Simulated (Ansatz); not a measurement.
Start from La₂O₃ (space group P-3m1, No. 164).

```
CELL_PARAMETERS angstrom
      3.93519     0.00000     0.00000
     -1.96759     3.40797     0.00000
      0.00000     0.00000     6.12567
ATOMIC_POSITIONS crystal
  La 0.33333 0.66667 0.24612
  La 0.66667 0.33333 0.75388
  O  0.00000 0.00000 0.00000
  O  0.33333 0.66667 0.64612
  O  0.66667 0.33333 0.35388
```

Levels (all Ansatz, an electronic-structure program, PAW, earlier PAW set): r2SCAN (500 eV, without spin-orbit coupling); HSE06 (420 eV, spin-orbit coupling left out).

Its gap is 4.23 eV with r2SCAN and 5.29 eV with HSE06.

Perturbation: the cell is scaled by 0.9877 in all directions, atoms relaxed at fixed cell.

With r2SCAN the gap becomes 4.28 eV.

Task: If the HSE06 correction stayed the same, what would the HSE06 gap be, and what does the HSE06 run give?

Result: A rigid correction of +1.06 eV gives 5.34 eV. The HSE06 run gives 5.35 eV, so the two effects roughly add.

Single points use the geometry relaxed with r2SCAN. HSE06 was sampled on its mesh, a few special points and the semilocal edge points, so its gap is an upper bound. The cells carry an imposed strain or load. Whether these cells are dynamically stable was not tested.
